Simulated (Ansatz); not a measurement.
Functionals compared on the (10-10) surface of hcp Tl in its 1x1 cell, outermost plane spacing 1.03 Å in the ideal cut, in Ansatz (plane waves, PAW). The structure was relaxed with PBE; the other rows are single points on it, each with its references at the same level. Cutoff 420 eV (500 eV for r2SCAN).

Slab: 8 atoms, 10.3 Å thick at the start (thin: gaps and levels are the slab's own); k 11x7x1, smearing 0.1 eV, dipole-corrected; all atoms relaxed; start symmetry kept, larger cells not searched; no spin, no spin-orbit, no U. These notes are the PBE run's.

```
functional  surface energy (J/m²)  work function of the top face (eV)  rough cost of the single point
----------  ---------------------  ----------------------------------  ------------------------------
PBE                          0.25                                3.52                               –
LDA                          0.40                                3.86         roughly 50 core-seconds
PBEsol                       0.34                                3.62  around 50 core-seconds (rough)
RPBE                          [?]                                 [?]    very roughly 60 core-seconds
r2SCAN                       0.32                                3.53   very roughly 110 core-seconds
```

Some entries are withheld; supply them.


- RPBE, surface energy (J/m²): 0.15
- RPBE, work function of the top face (eV): 3.36

Ansatz is a first-principles code.
